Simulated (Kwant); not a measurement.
Kwant, Hückel tight-binding model, one pz orbital an atom, one spin, coherent transport at 0 K. Conductance is in e²/h.

Device: π system c1ccc2[nH]ccc2c1 between two chain leads. The π system is taken as planar. Atoms are numbered from 0 in the order of the SMILES. Site energies (eV, carbon 0): [0.0, 0.0, 0.0, 0.0, -4.05, 0.0, 0.0, 0.0, 0.0]. Bonds (i, j, β in eV): (0,1,-2.7) (1,2,-2.7) (2,3,-2.7) (3,4,-2.16) (4,5,-2.16) (5,6,-2.7) (6,7,-2.7) (7,8,-2.7) (8,0,-2.7) (7,3,-2.7). Leads: chains of hopping −4.1 eV, joined by −0.81 eV to atoms 1 and 5.

Site energies and bond integrals are typed Hückel values.

Sweep values stay those of the base run.

One input was changed, with this effect: transmission at E = 0 0.0025 → 7.9e-5.

Which change was it?
A) contacts moved from atoms [1, 5] to [0, 6]
B) contacts moved from atoms [1, 5] to [1, 6]
C) contacts moved from atoms [1, 5] to [5, 6]
D) contacts moved from atoms [1, 5] to [2, 5]
E) contacts moved from atoms [1, 5] to [0, 1]
F) contacts moved from atoms [1, 5] to [5, 8]

D, contacts moved from atoms [1, 5] to [2, 5]
